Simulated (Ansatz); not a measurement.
Si (Fd-3m) under hydrostatic pressure (compression positive): electron conductivity mass by r2SCAN with spin-orbit coupling, rigid bands (plane waves, PAW; Ansatz, a program for electronic structure). The unloaded cell, whose axes the loads refer to:

Space group Fd-3m, origin choice 1 (No. 227); a = 5.4337 Å, b = 5.4337 Å, c = 5.4337 Å, α = 90.00°, β = 90.00°, γ = 90.00°

```json
[
 {"atom": "Si", "site": "8b", "symmetry": "-43m", "x": "0.5000", "y": "0.5000", "z": "0.5000"}
]
```
(The calculation used a cell of 2 atoms; values per cell refer to that cell.)

```tsv
hydrostatic pressure (compression positive) (GPa)	volume per atom (Å³)	electron conductivity mass (mₑ)
-5.4	21.43	?
-3.6	20.91	0.284
-1.8	20.46	0.283
0	20.05	0.281
1.8	19.69	0.280
3.6	19.35	0.279
7.2	18.76	0.277
10.8	18.24	0.275
```

Q: Fit a straight line to ln(electron conductivity mass) against the load over the rows given, and predict the row at -5.4 GPa.

A: The means are x̄ = 2.571 GPa and ȳ = -1.2735; Σ(x − x̄)(y − ȳ) = -0.3451 and Σ(x − x̄)² = 154.6, so the slope is -0.223 % per GPa, and the rows given lie within 0.16 % of the line. At -5.4 GPa the line gives 0.285 mₑ; the calculation gives 0.287 mₑ, 0.74 % from it.

Masses are for dilute carriers at 300 K, harmonic means over directions unless an axis is named. Stresses and pressures are the targets of the relaxation. The structure type is held at every load. Geometry: cell and atoms relaxed with PBEsol.
